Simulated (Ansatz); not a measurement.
Take Cu in the fcc (Cu type) structure (space group Fm-3m, No. 225; relaxed with 0.1 eV smearing) as the base.

```
CELL_PARAMETERS angstrom
      0.00000     1.78169     1.78169
      1.78169     0.00000     1.78169
      1.78169     1.78169     0.00000
ATOMIC_POSITIONS crystal
  Cu 0.00000 0.00000 0.00000
```

Computed with PBEsol/PAW in Ansatz (an electronic-structure program), no spin-orbit coupling, earlier PAW set.

Before the change:

```
Property    Value
--------  -------
Pressure  0.0 GPa
```

Modification: the cell is scaled by 1.0132 in all directions; the atoms relax in the strained cell.

Q: What does the calculation give for the pressure after the change?

A: The pressure goes from zero to -6.0 GPa.

Q: Predict the new energy relative to the base.

A: The energy goes up by 8.8 meV/atom.

No phonon test of stability was made. All final runs are without spin polarisation.
